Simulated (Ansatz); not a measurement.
Formation energy of the bound charge states of N interstitial in wurtzite AlN (start: void with 3N nearest; 96-site cell, 2×2×2 shifted sampling) against the Fermi level, N-rich (Δμ(N) = 0.00 eV; only phases computed here count, gases as isolated molecules at 0 K). The numbers are results of PBE, PAW (plane waves to 420 eV; Ansatz, a first-principles code), not measurements.

Set-up: 96-site cell; 2×2×2 shifted k-points; host gap 4.03 eV; charged states image-corrected; not converged in cell size; flagged in the runs: a host whose relaxation on this sampling wasn't shown to rest, a strain field that reaches the edge of the cell.

Left out: charge +2 (level within 0.1 eV of a band edge or past it); charge −2 (carrier in host band states).

```
E_F − E_VBM (eV)  q = +1  q = 0  q = −1
----------------  ------  -----  ------
0.00                3.36   4.88    6.58
0.50                3.86   4.88    6.08
1.01                4.36   4.88    5.57
1.51                4.87   4.88    5.07
2.02                5.37   4.88    4.56
2.52                5.88   4.88    4.06
3.03                6.38   4.88    3.56
3.53                6.89   4.88    3.05
4.03                7.39   4.88    2.55
```

Crossings of the lowest lines: (+1/0) at 1.52 eV; (0/−1) at 1.71 eV.
